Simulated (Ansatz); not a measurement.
TiAl3: Al → Sb

The reference is TiAl₃ (space group I4/mmm, No. 139; a = 3.8162 Å, c = 8.5513 Å).

Modification: every Al is replaced by Sb, then cell and atoms are relaxed.

All numbers come from PBEsol in Ansatz (plane waves to 420 eV, PAW, no spin-orbit coupling). Γ-centred 15×15×15 mesh, Fermi–Dirac width 0.05 eV, for the changed cell.

| quantity | base | changed | shift |
|---|---|---|---|
| volume per atom | 15.57 Å³ | 23.01 Å³ | +7.445 Å³ |
| density | 3.44 g/cm³ | 7.45 g/cm³ | +4.018 g/cm³ |
| lattice parameter a | 7.212 bohr | 8.187 bohr | +0.975 bohr |
| c/a ratio | 2.241 | 2.264 | +0.023 |
| space group | I4/mmm (No. 139) | I4/mmm (No. 139) | – |
| band gap | zero | zero | – |

Final structure:

```yaml
crystal:
  lattice:
    - [-2.16610, 2.16610, 4.90460]
    - [2.16610, -2.16610, 4.90460]
    - [2.16610, 2.16610, -4.90460]
  atoms:
    - { symbol: Sb, position: [0.50000, 0.50000, 0.00000] }
    - { symbol: Sb, position: [0.75000, 0.25000, 0.50000] }
    - { symbol: Sb, position: [0.25000, 0.75000, 0.50000] }
    - { symbol: Ti, position: [0.00000, 0.00000, 0.00000] }
```

Whether these cells are dynamically stable was not tested. For TiSb3 in this form, whether it has been made was not checked. The final runs are not spin-polarised. An odd electron count without spin: TiSb3 and TiAl3. TiSb3 has a high density of states at the Fermi level and may be magnetic at this level.

Ansatz is an electronic-structure program.
